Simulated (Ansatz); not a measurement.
Effect of H interstitial (started 2.70 Å from the nearest host atom), symmetric start on Bi2Se3

Consider a 15-atom supercell of Bi2Se3 in the Bi2Te3 type structure (space group R-3m, No. 166; a = 4.144 Å, c = 28.448 Å (hexagonal axes)) at its relaxed geometry.

Modification: one H atom is added in an open site, starting 2.70 Å from the nearest host atom, atoms relaxed at fixed cell.

Calculations: PBE-D3(BJ) (Ansatz, a quantum-chemistry and plane-wave program), no SOC. k-mesh 3×4×4 (Γ-centred); smearing 0.01 eV (Fermi–Dirac).

| quantity | base | changed | shift |
|---|---|---|---|
| pressure | 0.0 GPa | 0.2 GPa | +0.2 GPa |
| largest displacement of a host atom from its site in the perfect cell | – | 0.04 Å | – |

The magnetic state is the one reached from the starting moments; the real material's order can differ, and small cells can't hold many antiferromagnetic ones. In so small a cell the defect repeats every few ångströms: this is an ordered compound, not a dilute defect. The mesh was chosen for an insulator and is coarse for the gapless case. The defect started on the symmetric site and kept its symmetry, so it may sit on a saddle. The defect cell is spin-polarised and ends with 1.0 μB.
